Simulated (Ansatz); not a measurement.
Base system: Pt in the fcc (Cu type) structure (space group Fm-3m, No. 225; a = 3.918 Å).

All numbers come from PBEsol (Ansatz, an electronic-structure program), no spin-orbit coupling.

Before the change:

The lattice parameter a comes out as 391.8 pm.

The change: hydrostatic tension (pressure −1 GPa).

Problem. What happens to the lattice parameter a?

Solution. The lattice parameter a goes up by 0.5 pm, from 391.8 pm to 392.3 pm.

Load acts through the strain it causes; cell and atoms are relaxed under it. Stability against distortions was not tested. All final runs are without spin polarisation.
